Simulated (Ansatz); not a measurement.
The parent structure is Rh in the fcc (Cu type) structure (space group Fm-3m, No. 225; a = 3.8320 Å; relaxed with 0.1 eV smearing).

Level of theory: PBE in Ansatz (plane waves to 420 eV, PAW, scalar-relativistic without spin-orbit coupling).

Base values:

| Property | Result |
|---|---|
| Pressure | 0.0 GPa |

The change: an isotropic linear strain of −2.00 %; the atoms relax in the strained cell.

Task: What does the calculation give for the energy relative to the base after the change?

Result: The energy rises by 44 meV/atom.

Task: Estimate the effect on the pressure.

Result: The pressure goes from zero to 18.1 GPa.

No phonon test of stability was made. All final runs are without spin polarisation.

Ansatz is a quantum-chemistry and plane-wave program.
